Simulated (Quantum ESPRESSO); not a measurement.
## Habitual settings against a tight run: Mg₅Cd (P-6m2, 6 atoms in the cell)

Self-consistent single point.

```
Mg5Cd
1.0
    3.13861     0.00000     0.00000
   -1.56930     2.71812     0.00000
    0.00000     0.00000    15.86030
Mg Cd
5 1
Direct
  0.66667   0.33333   0.83495
  0.66667   0.33333   0.16505
  0.00000   0.00000   0.66732
  0.00000   0.00000   0.33268
  0.66667   0.33333   0.50000
  0.00000   0.00000   0.00000
```

Method of the run: LDA (PZ), GBRV 1.5 ultrasoft (LDA) pseudopotentials (plane waves; Quantum ESPRESSO 7.5).

Base settings: ecutwfc = 40 Ry; ecutrho = 200 Ry; occupations = smearing; smearing = cold; degauss = 0.0073499 Ry; potentials = {Mg: mg_lda_v1.4.uspp.F.UPF, Cd: cd_lda_v1.uspp.F.UPF}; K_POINTS = automatic 12 12 2 0 0 0; conv_thr = 1e-10 Ry; mixing_beta = 0.3.

Tight run (finer mesh or higher cutoff; not a proven limit): ecutwfc: 40 Ry → 56 Ry; ecutrho: 200 Ry → 280 Ry; conv_thr: 1e-10 Ry → 7.3e-11 Ry; K_POINTS: automatic 12 12 2 0 0 0 → automatic 17 17 3 0 0 0. It gave Fermi level (on the code's own zero) 6.22 eV; pressure -2.78 GPa; largest force (vector length) 0.165 eV/Å.

Quick runs, as changes from the base:
- A: the base itself
- B: ecutwfc: 40 Ry → 32 Ry; ecutrho: 200 Ry → 160 Ry; smearing: cold → fd; degauss: 0.0073499 Ry → 0.0147 Ry; K_POINTS: automatic 12 12 2 0 0 0 → automatic 2 2 2 0 0 0
- C: ecutwfc: 40 Ry → 28 Ry; ecutrho: 200 Ry → 140 Ry; conv_thr: 1e-10 Ry → 7.3e-05 Ry; K_POINTS: automatic 12 12 2 0 0 0 → automatic 8 8 8 0 0 0
- D: ecutwfc: 40 Ry → 20 Ry; ecutrho: 200 Ry → 100 Ry; smearing: cold → fd; degauss: 0.0073499 Ry → 0.0099958 Ry; K_POINTS: automatic 12 12 2 0 0 0 → automatic 2 2 2 0 0 0
- E: ecutwfc: 40 Ry → 20 Ry; ecutrho: 200 Ry → 100 Ry; K_POINTS: automatic 12 12 2 0 0 0 → automatic 8 8 8 0 0 0
- F: ecutwfc: 40 Ry → 20 Ry; ecutrho: 200 Ry → 100 Ry; degauss: 0.0073499 Ry → 0.0099958 Ry; K_POINTS: automatic 12 12 2 0 0 0 → automatic 4 4 4 0 0 0

Energies are extrapolated to zero smearing width, which holds to low order in the width alone (under cold and Methfessel-Paxton smearing the free energy itself is taken).

Dashes: pressure of C, not trusted under this conv_thr with d or f elements; time of D, F, under 30 s.

The count of work is k-points × plane waves × bands × iterations; it is no time. Core times come from one kind of shared machine and are given to one figure; runs under 30 s give none.

The starting cell comes from a database of computed structures (which also holds hypothetical and non-ambient phases and stackings), without a prior relaxation at this level. Its lattice was rescaled by a random factor within 2.5 % of one.

```
run  energy less tight (meV/atom)  pressure less tight (GPa)  largest miss in a force vector (eV/Å)  count of work / tight  core time / tight (rough)
---  ----------------------------  -------------------------  -------------------------------------  ---------------------  -------------------------
A                            16.2                       0.15                                  0.005                   0.35                        0.5
B                           508.1                      -1.37                                  0.254                  0.026                       0.08
C                           278.0                          –                                  0.103                   0.16                        0.2
D                          5712.7                    -175.25                                  0.190                  0.013                          –
E                          5515.2                    -183.87                                  0.026                   0.17                        0.2
F                          5450.1                    -184.22                                  0.140                  0.040                          –
```

Among the runs at the tight run's level, the energy misses run from 16.2 to 5712.7 meV/atom.
